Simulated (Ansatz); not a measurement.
Consider TlCl in the CsCl type structure (space group Pm-3m, No. 221; a = 3.7692 Å).

Method: PBEsol/PAW in Ansatz (an electronic-structure program), no spin-orbit coupling.

Before the change:

| Property | Result |
|---|---|
| Valley order | X along ⟨100⟩ 1.79 eV; R along ⟨111⟩ 2.19 eV |
| Electron mass | 0.14 mₑ along k, 0.27 mₑ across (at X) |
| Hole mass | 0.21 mₑ along k, 0.54 mₑ across (at X) |

One thing is altered: every lattice vector is shortened by 1.00 %; the atoms relax in the strained cell.

Predict the new valley order, electron mass, hole mass and mean gap deformation potential ΔEg/Δln V.

The valley order (the lowest conduction-band minima on the path, energy above the VBM, named in the base's zone) changes from X along ⟨100⟩ 1.79 eV; R along ⟨111⟩ 2.19 eV to X along ⟨100⟩ 1.71 eV; R along ⟨111⟩ 2.05 eV; the electron mass becomes 0.13 mₑ along k, 0.26 mₑ across (at X) (base: 0.14 mₑ along k, 0.27 mₑ across (at X)); the hole mass becomes 0.19 mₑ along k, 0.52 mₑ across (at X) (base: 0.21 mₑ along k, 0.54 mₑ across (at X)); the mean gap deformation potential ΔEg/Δln V is +2.9 eV.

With Tl present, leaving out spin-orbit coupling can change the band edges. Masses are band curvatures over ±0.01 Å⁻¹ around the edge. Along k means along the line from Γ to the band edge. Whether these cells are dynamically stable was not tested.
